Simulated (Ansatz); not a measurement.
Defect migration in amorphous Si27O54 (a melt-quenched model of 81 atoms): interstitial Cu, charge state +1. Calculation: PBE, PAW (plane waves to 420 eV; Ansatz, a program for electronic structure).

Cell of 81 host sites held at the glass model's own volume; the Γ point alone; Fermi-Dirac width 0.01 eV, spin-restricted; finite-size errors left in. Energies are static. This is one neighbourhood of one small, fast-quenched model, and the added charge may sit on a native defect of the glass. The charge state is imposed; whether it is stable for some Fermi level was not computed. Sites that were not tried may lie lower.

Barriers: single points on a 2×2×2 k-point mesh shifted by half a step at the bands' geometries.

The step: Cu moves alone to another site. Atoms about the jump, Cartesian Å from the middle of the jump, before and after:

```csv
atom,x0,y0,z0,x1,y1,z1
Cu1,-0.51,0.06,1.15,0.51,-0.06,-1.15
O2,-1.05,0.51,-1.64,-1.15,0.50,-1.68
O3,2.25,-0.14,-0.72,2.24,-0.30,-0.58
O4,1.17,-0.42,1.83,1.33,-0.37,2.00
Si5,2.38,0.23,0.85,2.44,0.23,1.01
O6,-2.19,0.81,0.66,-2.26,0.83,0.64
Si7,-2.10,1.54,-0.84,-2.19,1.53,-0.79
Si8,-2.08,-0.28,-2.70,-2.23,-0.29,-2.74
O9,0.78,2.80,-1.03,0.79,2.81,-1.02
O10,-2.33,-1.77,-2.13,-2.42,-1.77,-2.15
Si11,3.08,-1.01,-1.87,3.20,-1.03,-1.81
O12,2.15,1.82,1.07,2.22,1.83,1.03
O13,2.54,-2.56,-1.51,2.65,-2.59,-1.56
O14,0.81,-3.53,1.30,0.79,-3.50,1.30
O15,1.02,1.71,-3.42,1.07,1.71,-3.35
Si16,1.09,-0.85,3.51,1.12,-0.83,3.59
O17,2.97,0.05,-3.08,3.06,0.15,-2.90
```

### Question
Where do these atoms stand at the saddle point, and how high is it?

### Answer

```json
[
 {"atom": "Cu1", "x": "0.17", "y": "-0.44", "z": "-0.34"},
 {"atom": "O2", "x": "-1.08", "y": "0.47", "z": "-1.58"},
 {"atom": "O3", "x": "2.19", "y": "-0.22", "z": "-0.65"},
 {"atom": "O4", "x": "1.20", "y": "-0.40", "z": "1.79"},
 {"atom": "Si5", "x": "2.44", "y": "0.25", "z": "0.92"},
 {"atom": "O6", "x": "-2.24", "y": "0.85", "z": "0.67"},
 {"atom": "Si7", "x": "-2.15", "y": "1.54", "z": "-0.78"},
 {"atom": "Si8", "x": "-2.12", "y": "-0.27", "z": "-2.71"},
 {"atom": "O9", "x": "0.81", "y": "2.78", "z": "-1.01"},
 {"atom": "O10", "x": "-2.35", "y": "-1.76", "z": "-2.13"},
 {"atom": "Si11", "x": "3.13", "y": "-1.02", "z": "-1.83"},
 {"atom": "O12", "x": "2.26", "y": "1.85", "z": "1.06"},
 {"atom": "O13", "x": "2.59", "y": "-2.57", "z": "-1.51"},
 {"atom": "O14", "x": "0.79", "y": "-3.51", "z": "1.28"},
 {"atom": "O15", "x": "1.05", "y": "1.70", "z": "-3.38"},
 {"atom": "Si16", "x": "1.07", "y": "-0.81", "z": "3.44"},
 {"atom": "O17", "x": "3.02", "y": "0.11", "z": "-2.98"}
]
```
It lies 0.40 eV above the start and 0.31 eV above the end. The saddle point's order was not checked.
